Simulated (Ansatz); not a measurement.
Take a 16-atom supercell of NaCl in the rock salt structure (space group Fm-3m, No. 225; a = 5.608 Å) at its relaxed geometry as the base.

Calculations: DFT with r2SCAN, PAW potentials and a 500 eV plane-wave cutoff in Ansatz (a first-principles code), no spin-orbit coupling.

One neutral defect a cell, atoms relaxed at fixed cell.

One change was made to it. Results:

| quantity | base | after |
|---|---|---|
| pressure | 0.0 GPa | 4.1 GPa |
| largest displacement of a host atom from its site in the perfect cell | – | 0.61 Å |

Question: Which of these changes matches the shifts?
A) Na on a Cl site (antisite)
B) Cl on a Na site (antisite)
C) Eu on a Na site
D) Li on a Na site, symmetric start
E) Cl interstitial (started 2.19 Å from the nearest host atom)

Answer: E, Cl interstitial (started 2.19 Å from the nearest host atom). For comparison, the pressure in the other runs: Eu on a Na site gives 2.1 GPa; Na on a Cl site (antisite) gives 1.9 GPa; Cl on a Na site (antisite) gives 1.3 GPa; Li on a Na site, symmetric start gives -0.8 GPa.

Other magnetic orders, which the real material may have, were not ruled out. The state of the 4f shell was not checked for lower solutions. In so small a cell the defect repeats every few ångströms: this is an ordered compound, not a dilute defect. The mesh was chosen for an insulator and is coarse for the gapless case. Defects with a symmetric start kept the site's symmetry and may sit on a saddle; the others started slightly shaken. Starting moments died away, wholly or in part, for Na on a Cl site (antisite) and Li on a Na site; another magnetic solution may exist. No Hubbard U is applied, and correlation can decide whether such a compound is a metal.
